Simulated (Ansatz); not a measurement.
Base system: Ca in the fcc (Cu type) structure (space group Fm-3m, No. 225; a = 5.456 Å; relaxed with 0.1 eV smearing). Axes: x, y, z lie along the cube axes.

All numbers come from PBEsol, PAW, 420 eV (Ansatz, a first-principles code; without spin-orbit coupling).

It is then changed as follows: biaxial strain +2.50 %, plane normal [001], relaxed out of plane (Cartesian); in-plane vectors clamped, the third vector and the atoms free.

Task: What does the calculation give for the energy relative to the base after the change?

Result: The energy grows by 2.2 meV/atom.

Task: How does this affect the in-plane stress?

Result: The mean in-plane stress (compression positive) is -0.3 GPa.

Task: Predict the new out-of-plane strain.

Result: The out-of-plane strain amounts to -3.73 %.

Whether these cells are dynamically stable was not tested.
